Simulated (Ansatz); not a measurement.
Effective masses and thermopower of AlAs (F-43m)

```
AlAs
1.0
    0.00000     2.83740     2.83740
    2.83740     0.00000     2.83740
    2.83740     2.83740     0.00000
Al As
1 1
Direct
  0.00000   0.00000   0.00000
  0.75000   0.75000   0.75000
```

Level of theory: PBEsol, rigid bands (plane waves, PAW, scalar-relativistic; Ansatz, a first-principles code). Cell: cell and atoms relaxed with PBEsol.

| Quantity | Value |
|---|---|
| band gap | 1.34 eV |
| electron conductivity mass (300 K, dilute) | 0.33 mₑ |
| effective density of states N_c (300 K) | 1.6e19 cm⁻³ |
| density-of-states mass, electrons | 0.75 mₑ |
| Seebeck coefficient, n-type 1e19 cm⁻³, 300 K | -263 μV/K |
| best n-type power factor at 300 K for τ = 10 fs (best axis; densities from 1e16 to 1e21 cm⁻³ tried, whether or not they can be reached) | 8.0 μW/(cm·K²) at 1e20 cm⁻³ |

Rigid bands; masses and Seebeck coefficients take one relaxation time τ for all states and one kind of carrier; polarons and phonon drag are left out. Spin-orbit coupling is left out.
